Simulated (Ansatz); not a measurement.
AlAs under load (space group R3m), PBE with spin-orbit coupling, rigid bands run with Ansatz (a first-principles code). Condition of this run: biaxial stress in (111) of 1.2 GPa (compression positive) (the target of the relaxation). Band gap 1.30 eV, N_c = 1.73e19 cm⁻³ and N_v = 1.20e19 cm⁻³ at 300 K, conductivity masses of 0.332 mₑ (electrons) and 0.541 mₑ (holes). Take k_BT = 0.02585 eV.

Question: Find the intrinsic carrier density and the intrinsic Fermi level.

Answer: n_i = √(N_c N_v) exp(−E_g/2k_BT) = 1.44e19 × exp(−25.14) = 1.7e8 cm⁻³. The level lies (k_BT/2) ln(N_v/N_c) = -5 meV from mid-gap (positive towards the conduction band). Each 0.1 eV added to the gap lowers n_i by a factor of 6.9.

Question: What built-in voltage has an abrupt junction with N_A = 1e16 and N_D = 1e18 cm⁻³, all dopants ionised?

Answer: V_bi = E_g/e − (k_BT/e) ln(N_c N_v/(N_A N_D)) = 1.30 − 0.02585 × 9.94 = 1.04 V, for the computed gap.

Question: A film of it is 5 nm thick. Estimate the confinement energies in an infinite well.

Answer: ħ²π²/(2m t²) = 0.376 eV·nm²/(m/mₑ × t²) gives 45.3 meV for electrons and 27.8 meV for holes, so the gap would widen to about 1.37 eV. Finite barriers and nonparabolic bands lower this, and with several valleys or bands the heaviest mass along the normal sets the lowest level, not this average.

Rigid bands with the computed gap; masses take one relaxation time for all states. Geometry: cell and atoms relaxed with PBEsol.
